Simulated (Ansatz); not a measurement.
Input:

End structure of NH3 on the 1x1 (110) surface of bcc Ta, one in a 2x2 cell, started at the site 'bridge Ta-Ta (span 3.3 Å)':

```
CELL_PARAMETERS angstrom
      5.74873     0.00000     0.00000
     -1.91624     5.41995     0.00000
      0.00000     0.00000    26.50000
ATOMIC_POSITIONS crystal
  Ta 0.25000 0.25000 0.37115
  Ta 0.25000 0.75000 0.37115
  Ta 0.75000 0.25000 0.37115
  Ta 0.75000 0.75000 0.37115
  Ta 0.00000 0.00000 0.45545
  Ta 0.00000 0.50000 0.45545
  Ta 0.50000 0.00000 0.45545
  Ta 0.50000 0.50000 0.45545
  Ta 0.25079 0.25094 0.54484
  Ta 0.24908 0.75100 0.54403
  Ta 0.75092 0.24911 0.54404
  Ta 0.74923 0.74936 0.54500
  Ta 0.00064 0.00076 0.63719
  Ta 0.99956 0.50056 0.62796
  Ta 0.50026 0.99965 0.62797
  Ta 0.49928 0.49898 0.62830
  N  0.99830 0.00073 0.72494
  H  0.17335 0.03576 0.73852
  H  0.93294 0.13621 0.73730
  H  0.88580 0.83355 0.73802
```

Set-up: 20 atoms, 6.8 Å thick at the start under the adsorbate (thin: gaps and levels are the slab's own); mesh 5x5x1; 0.1 eV smearing; dipole correction on; 8 atoms held, the rest relaxed; no symmetry held; no spin, no spin-orbit, no U, no dispersion correction. At the end it is bonded to Ta. In PBE it is, or lies within 0.03 eV of, the lowest of the starts that converged.

A negative adsorption energy means that the adsorbate is more stable on the surface than in its reference.

### Question
Predict the change of the work function from PBE run with Ansatz (a quantum-chemistry and plane-wave program).

### Answer
-2.14 eV

### Question
What is the computed change of the step from the bottom to the top vacuum level, against the clean slab (PBE)?

### Answer
-2.11 eV

### Question
What is the computed adsorption energy against NH3(g) (PBE)?

### Answer
-0.77 eV

### Question
Estimate the work function of the top face that PBE returns for this input.

### Answer
2.63 eV
